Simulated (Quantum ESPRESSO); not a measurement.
Pressure against volume in Cu3Au-type Al3Sc (space group 221) (Quantum ESPRESSO, PBE)

```
CELL_PARAMETERS angstrom
      4.02710     0.00000     0.00000
      0.00000     4.02710     0.00000
      0.00000     0.00000     4.02710
ATOMIC_POSITIONS crystal
  Sc 0.00000 0.00000 0.00000
  Al 0.00000 0.50000 0.50000
  Al 0.50000 0.00000 0.50000
  Al 0.50000 0.50000 0.00000
```

Method of the run: PBE, PSlibrary PAW (PBE) pseudopotentials (plane waves; Quantum ESPRESSO). Settings: ecutwfc = 72 Ry; ecutrho = 576 Ry; occupations = smearing; smearing = fd; degauss = 0.0036749 Ry; potentials = {Sc: Sc.pbe-spn-kjpaw_psl.1.0.0.UPF, Al: Al.pbe-n-kjpaw_psl.1.0.0.UPF}; K_POINTS = automatic 14 14 14 0 0 0; conv_thr = 1e-10 Ry; mixing_beta = 0.7. The cell above is the first row's. The rows scale it uniformly. In all rows fractional positions and the k mesh are held.

```
V (Å^3/atom)  P (GPa)
------------  -------
16.3274          5.50
16.6823          3.25
17.0373          1.22
17.3922         -0.60
17.7472         -2.24
18.1021         -3.71
18.4571         -5.03
18.8120         -6.22
19.1669             ?
```

Q: Fit P against V with a cubic, and predict the withheld value at V = 19.1669.

A: With u = V - 17.6, the rows have u = -1.2726, -0.9177, -0.5627, -0.2078, 0.1472, 0.5021, 0.8571, 1.2120. Least squares gives P = -1.582 - 4.5691·u + 0.6954·u² - 0.0684·u³. Residuals (row less fit): 0.000, 0.000, -0.001, 0.002, 0.000, -0.001, 0.000, 0.000; standard error 0.001 (degrees of freedom: 4). The fitted pressure is zero at V0 = 17.27, where dP/dV = -5.049, so B0 = -V0·dP/dV = 87.2 GPa. At the withheld row, u = 1.5669, so P = -1.582 - 4.5691 × 1.5669 + 0.6954 × 1.5669² - 0.0684 × 1.5669³ = -7.297 GPa. The calculation gives -7.28 GPa, 0.017 GPa above the prediction (0.1 % of the range of P in the table). The row lies outside the fitted rows, so this is an extrapolation.

Carrying the step between the two nearest rows on in a straight line would have given -7.41, off by 0.13; series whose last step already gives the withheld value aren't shown. The scan was laid around a cell of about the measured size, scaled by a guess for this functional. The runs keep the symmetry of the cell, so they don't test it for distortions. Cutoffs and mesh are single choices, not tested for convergence of this quantity. Series with a scatter that would blur these digits, or in which a gap closes, are not shown.
